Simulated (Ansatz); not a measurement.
We consider cubic perovskite CsPbBr₃ (cubic high-temperature phase), described by RPBE (PAW; Ansatz, a first-principles code).

Settings: plane-wave cutoff 520 eV, 6×6×6 k mesh, Fermi–Dirac smearing 0.01 eV, scalar-relativistic PAW data made under PBE.

Response to compression and expansion:

| V (Å³/atom) | P (GPa) | direct gap at Γ (eV) | smallest gap on the k mesh (eV) |
|---|---|---|---|
| 43.439 | 1.10 | 5.231 | 1.900 |
| 44.363 | 0.69 | 5.189 | 1.968 |
| 45.287 | 0.33 | 5.149 | 2.031 |
| 46.212 | 0.00 | 5.109 | 2.087 |
| 47.136 | -0.29 | 5.069 | 2.137 |
| 48.060 | -0.55 | 5.030 | 2.182 |
| 48.984 | -0.79 | 4.992 | 2.221 |

The fundamental gap (2.09 eV at the equilibrium volume, with added k points) lies elsewhere than Γ–Γ.

Note: the cell is over a tenth larger than the published one: the level's own overestimate first of all, though another phase or state, or a fault of the published cell, is possible; the relaxation could not lower the start's symmetry, so the cell can be a saddle point above a distorted one.

Spin–orbit coupling is not included; with these elements it can move the gap by several tenths of an eV or more.
